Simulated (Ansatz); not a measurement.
System: HfGeS (P4/nmm, No. 129, 6 atoms in the cell; start mp-7918). Method: r²SCAN in Ansatz (plane waves, PAW).

Numerical settings: plane-wave cutoff 560 eV, 16×16×8 k mesh (along the axes of the cell as run), Fermi–Dirac smearing 0.05 eV, scalar-relativistic PAW data made under PBE.

Cell (relaxed at this level):

```
CELL_PARAMETERS angstrom
      3.61991     0.00000     0.00000
      0.00000     3.61991     0.00000
      0.00000     0.00000     7.95297
ATOMIC_POSITIONS crystal
  Hf 0.00000 0.50000 0.72645
  Hf 0.50000 0.00000 0.27355
  Ge 0.50000 0.50000 0.00000
  Ge 0.00000 0.00000 0.00000
  S  0.00000 0.50000 0.38003
  S  0.50000 0.00000 0.61997
```

### Question
What does this level give for the bulk modulus B0?

### Answer

- bulk modulus B0: 133 GPa

The run finds no gap.

Note: the bulk modulus is −V dP/dV from two relaxed cells at ±2 % in volume; the relaxation could not lower the start's symmetry, so the cell can be a saddle point above a distorted one.

Spin–orbit coupling is not included; it can open a gap where bands touch, and shift volumes and moduli.

Computed values are for the static lattice.

A start named mp-… is a Materials Project structure, which need not be a measured phase.

Ansatz is a quantum-chemistry and plane-wave program.
